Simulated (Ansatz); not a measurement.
zinc-blende BP: the defect O on the P site (broken-bond start)

Level of theory: PBE, PAW (plane waves to 420 eV; Ansatz, a first-principles code). A 2×2×2 supercell of 64 sites was used; the energies come from a 2×2×2 shifted sampling of its zone. Sites at the start: the P site; started 0.95 Å off site, one bond broken. Finite-size correction: monopole term and site-potential alignment. Dielectric constants: PBE linear response of the host. Host gap at this level: 1.25 eV. Finite-size and sampling errors can reach tenths of an eV here. The semilocal functional narrows the gap, so deep levels can fall outside it. Spin–orbit coupling is left out. Each state is the lowest found from its start.

Formation energies E_f are given with the Fermi level at the valence-band maximum. Chemical conditions: B-rich (Δμ(P) = -0.61 eV, Δμ(O) = -3.78 eV, bounded by B12P2 (R-3m), B6P (R-3m), B2O3 (P3_121); only phases computed here count, gases as isolated molecules at 0 K); P-rich (Δμ(P) = 0.00 eV, Δμ(O) = -3.37 eV, bounded by B2O3 (P3_121); only phases computed here count, gases as isolated molecules at 0 K). Reference phases: O: O2 molecule in a box, P: black phosphorus.

```
charge         moment (μB)  largest move off a lattice site (Å)  image correction with alignment (eV)  E_f, B-rich (eV)  E_f, P-rich (eV)
------  ------------------  -----------------------------------  ------------------------------------  ----------------  ----------------
+1      not spin-polarised                                 0.36                                  0.02              3.96              4.16
0                      1.0                                 0.43                                  0.00              4.39              4.59
−1†     not spin-polarised                                 0.45                                  0.36                 –                 –
```

† Not settled in this cell, so no level is given: charge −1: level within 0.1 eV of a band edge or past it.

No other site or start that was run ended lower by more than 0.1 eV.

Transition levels above the valence-band maximum: ε(+1/0) = 0.43 eV. On the lower envelope of the bound states, inside the gap: (+1/0) at 0.43 eV.

Flagged in the runs: a strain field that reaches the edge of the cell.
